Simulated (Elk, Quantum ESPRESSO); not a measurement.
A Quantum ESPRESSO input for a self-consistent single point of Te (P3_121, 3 atoms in the cell) (DFT, PBE, plane waves, SSSP 1.1.2 efficiency (PBE) pseudopotentials):

```fortran
&control
 calculation = 'scf'
 prefix = 'scf'
 outdir = './out'
 pseudo_dir = './'
 tprnfor = .true.
 tstress = .true.
/
&system
 ibrav = 0
 nat = 3
 ntyp = 1
 ecutwfc = 40
 ecutrho = 320
 occupations = 'smearing'
 smearing = 'fd'
 degauss = 0.0036749
/
&electrons
 conv_thr = 1.0d-10
/
ATOMIC_SPECIES
Te   127.6000  Te_pbe_v1.uspp.F.UPF
CELL_PARAMETERS bohr
   4.1801909287    -7.2403030739     0.0000000000
   4.1801909287     7.2403030739     0.0000000000
   0.0000000000     0.0000000000    11.1159340932
ATOMIC_POSITIONS crystal
Te    0.0000000000    0.2630000000    0.6666666667
Te    0.7370000000    0.7370000000    0.0000000000
Te    0.2630000000    0.0000000000    0.3333333333
K_POINTS automatic
5 5 3  0 0 0
```

Question: Translate this input to Elk.

Answer: One input that does it (others would too):

```
tasks
  0

xctype
  20

rgkmax
  8.0

gmaxvr
  16.0

nxlo
  2

lorbcnd
  .true.

rmtscf
  0.98

lmaxi
  3

stype
  3

swidth
  0.00183747

scale
  1.889726125

avec
    2.2120617767   -3.8314033867    0.0000000000
    2.2120617767    3.8314033867    0.0000000000
    0.0000000000    0.0000000000    5.8822990000

sppath
  'species/'

atoms
  1   : nspecies
  'Te.in'   : spfname
  3   : natoms; atposl, bfcmt below
  0.0000000000  0.2630000000  0.6666666667    0.0 0.0 0.0
  0.7370000000  0.7370000000  0.0000000000    0.0 0.0 0.0
  0.2630000000  0.0000000000  0.3333333333    0.0 0.0 0.0

ngridk
  5 5 3
```

Basis, cutoffs, solver keys and any potentials are the target program's own. This input uses DFT, PBE, all-electron FP-LAPW, Elk's shipped species files, APW+lo basis with extra local orbitals.

The starting cell has typed, rounded lattice constants, without a prior relaxation at this level. Its lattice was rescaled by a random factor within 2.5 % of one. For this run, on top of that: lattice scaled by 0.98.
